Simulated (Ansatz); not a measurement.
Start from TiAl (space group P4/mmm, No. 123; a = 2.7973 Å, c = 4.0323 Å).

All numbers come from Ansatz (an electronic-structure program) PBEsol, without spin-orbit coupling.

Before the change:

| Property | Value |
|---|---|
| Lattice parameter a | 279.7 pm |

It is then changed as follows: cell and atoms relaxed at a pressure of 15 GPa.

Estimate the effect on the lattice parameter a.

The lattice parameter a drops by 9.26 pm to 270.5 pm.

Load acts through the strain it causes; cell and atoms are relaxed under it. Whether these cells are dynamically stable was not tested. No other phases were tried under pressure. The final runs are not spin-polarised.
